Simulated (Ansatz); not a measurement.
# Worked example: self-consistent single point of AlN (Fm-3m, 2 atoms in the cell) in Ansatz

Computed with LDA (PW92), default PAW files made with PBE (plane waves; Ansatz, a quantum-chemistry and plane-wave program).

The input file:

Ansatz 0.2 input:
```yaml
# AlN
crystal:
  lattice:
    - [0.000000, 2.044693, 2.044693]
    - [2.044693, 0.000000, 2.044693]
    - [2.044693, 2.044693, 0.000000]
  atoms:
    - { symbol: Al, position: [0.500000, 0.500000, 0.500000] }
    - { symbol: N, position: [0.000000, 0.000000, 0.000000] }
basis:
  ecutwfc: 420.0
kpoints:
  mp_grid:
    grid: [10, 10, 10]
hamiltonian:
  xc: lda
  pseudopotentials:
    kind: paw
scf:
  occupations:
    method: fixed
output:
  forces: true
  eigenvalues: true
  stress: true
```

Log, with long lists cut:

```
WARN ansatz: RAYON_NUM_THREADS=1 ignored (pool sized by the plan → 1); use --threads N
Pseudopotentials: kind: paw
Pseudopotential: Al, paw, valence charge 3
Pseudopotential: N, paw, valence charge 5
Crystal: 2 atoms, lattice volume = 17.097 Å³
Basis set: ecut = 420 eV, 331 PW (Γ)
Bands: 8, of which v1, the nominal top of the filled ones, is band 4 counted from 1 (3 counted from 0)
Symmetry: 48 space group operations
Space group: Fm-3m (ITA 225), of the structure as read, at distance tolerance 2.6e-5 Å
k-points: 47 of 1000
PAW frozen core: Al, regenerated for the run's functional, and the local potential with it
PAW frozen core: N, regenerated for the run's functional, and the local potential with it
Initial density: superposition of atomic densities (neutral atoms: chi_scale 0, normalization atom), corrected by the library's trained network
Initial wavefunctions: pseudopotential atomic-orbital guess
Eigensolver: davidson
Functional: x = slater, c = lda
SCF iter   1: F=—  HF=-889.622462 eV  |F-HF|=—  |Δ(HF+E_count)|=         —  Δρ=9.08e-3  dr2=1.45e-2  ethr=1.77e-3  ⟨swp⟩=4.1  Hψ=2354  notcnv=0  defer=63
all-band conjugate gradients solve this SCF's bands
preconditioner: auto → none
SCF iter   2: F=—  HF=-889.618074 eV  |F-HF|=—  |Δ(HF+E_count)|=   4.39e-3  Δρ=4.55e-3  dr2=1.68e-3  ethr=1.82e-4  ⟨swp⟩=2.3  Hψ=893  notcnv=0  defer=90
SCF iter   3: F=—  HF=-889.617518 eV  |F-HF|=—  |Δ(HF+E_count)|=   5.56e-4  Δρ=1.59e-3  dr2=1.66e-4  ethr=2.10e-5  ⟨swp⟩=2.4  Hψ=600  notcnv=0  defer=83
SCF iter   4: F=—  HF=-889.617441 eV  |F-HF|=—  |Δ(HF+E_count)|=   7.70e-5  Δρ=1.64e-4  dr2=1.50e-6  ethr=2.08e-6  ⟨swp⟩=3.0  Hψ=585  notcnv=0  defer=87
SCF iter   5: F=—  HF=-889.617441 eV  |F-HF|=—  |Δ(HF+E_count)|=   3.31e-8  Δρ=9.35e-6  dr2=5.47e-9  ethr=1.88e-8  ⟨swp⟩=2.0  Hψ=561  notcnv=0  defer=11
SCF iter   6: F=-889.617441 eV  HF=-889.617441 eV  |F-HF|=1.07e-11  |Δ(HF+E_count)|=   1.10e-9  Δρ=6.06e-7  dr2=2.89e-11  ethr=6.83e-11  ⟨swp⟩=3.6  Hψ=1868  notcnv=0
SCF 1 converged in 6 iterations: F = -889.617441 eV  dr2 = 2.89e-11
SCF converged after 6 iterations
Free energy (F): -889.617441 eV
Harris-Foulkes:  -889.617441 eV  (|F-HF|=1.07e-11)
Internal energy: -889.617441 eV  (E = F + TS)
E sigma→0 (E₀):  -889.617441 eV
Fermi energy:    10.458678 eV
--- Per-component energies (eV) ---
  E_band       = 34.068422
  E_kinetic    = 160.708546
  E_local      = -173.325118  (includes V_loc(G=0)·N_el)
  E_nonlocal   = 55.896146
  E_hartree    = 61.894983
  E_xc         = -101.554430
  E_vxc        = -108.942228  (∫ρ·V_xc dr)
  E_paw        = -561.361936  (= ΣΔE_a)
  E_vpaw       = -24.059035  (= ΣTr[D̂ρ^β])
  E_aug_tail   = 0.000092  (compensation charges beyond the density's cutoff)
  E_ewald      = -332.011483
  E_core_change = 0.135761  (= ΣΔE_core)
  E_smearing   = -0.000000  (= −TS)
  E_closure    = 0.000000  (closes the sum)
  Σ components = -889.617441   (vs F -889.617441, Δ=0.00e0)
--- Forces (eV/Å), atoms counted from 1 ---
  atom   1  Al     0.00000000    -0.00000000     0.00000000
  atom   2  N     -0.00000000     0.00000000    -0.00000000
  max |Σ_I F_I| component: 5.34e-31 eV/Å
--- Stress (GPa, compression-positive) ---
      -14.344450      -0.000000      -0.000000
        0.000000     -14.344450      -0.000000
        0.000000       0.000000     -14.344450
  P = ⅓ Tr σ = -14.3444 GPa (-143.444 kbar)
  The stress holds the Pulay correction. Without it, at fixed plane waves, as pw.x and ABINIT print it: P = -15.0391 GPa
--- Band table (eV; the first three rows and the last of 47) ---
  k-point 0: bands = ["-6.6353", "10.4587", "10.4587", "10.4587", "15.7290", "22.3243", "22.3243", "22.3243"]
  k-point 1: bands = ["-6.4346", "9.4545", "10.3427", "10.3427", "16.3558", "21.4584", "22.6047", "22.6047"]
  k-point 2: bands = ["-5.8508", "7.3607", "10.0609", "10.0609", "17.0471", "20.9055", "22.7045", "22.7045"]
  k-point 46: bands = ["-2.3380", "4.3526", "5.5868", "6.6948", "17.5590", "19.5270", "22.0464", "22.7282"]
```

The run converged in 6 iterations.

The starting cell comes from a database of computed structures (which also holds hypothetical and non-ambient phases and stackings), without a prior relaxation at this level. Its lattice was rescaled by up to half a per cent. With a pressure of about -14 GPa the cell is away from its equilibrium volume at this level. Ansatz's pressure includes its estimate of the finite-basis (Pulay) stress. Without the estimate this run gives -15.04 GPa.
